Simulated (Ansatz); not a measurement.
Base system: GaAs in the zinc blende structure (space group F-43m, No. 216; a = 5.6667 Å).

The values are results of r2SCAN, PAW, 500 eV (Ansatz, an electronic-structure program; scalar-relativistic without spin-orbit coupling), not measurements.

Base values:

| Property | Value |
|---|---|
| Valley order | Γ 0.96 eV; L along ⟨111⟩ 1.35 eV; a point along ⟨100⟩, about 1.0 Å⁻¹ from Γ 1.72 eV |
| Hole mass | 0.050, 0.34, 0.34 mₑ (at Γ) |
| Pressure | 0.00 GPa |

Perturbation: the cell is scaled by 1.0150 in all directions, atoms relaxed at fixed cell.

How does this affect the valley order?

The valley order (the lowest conduction-band minima on the path, energy above the VBM, named in the base's zone) goes from Γ 0.96 eV; L along ⟨111⟩ 1.35 eV; a point along ⟨100⟩, about 1.0 Å⁻¹ from Γ 1.72 eV to Γ 0.61 eV; L along ⟨111⟩ 1.22 eV; a point along ⟨100⟩, about 1.0 Å⁻¹ from Γ 1.77 eV.

What happens to the hole mass?

The hole mass (degenerate bands, along [100]) changes from 0.050, 0.34, 0.34 mₑ (at Γ) to 0.034, 0.36, 0.36 mₑ (at Γ).

Estimate the effect on the pressure.

The pressure goes from zero to -2.91 GPa.

Predict the new energy relative to the base.

The energy increases by 9.8 meV/atom.

The levels and masses belong to the bands next to the band gap. The cells carry an imposed strain or load. Masses are band curvatures over ±0.01 Å⁻¹ around the edge. Whether these cells are dynamically stable was not tested.
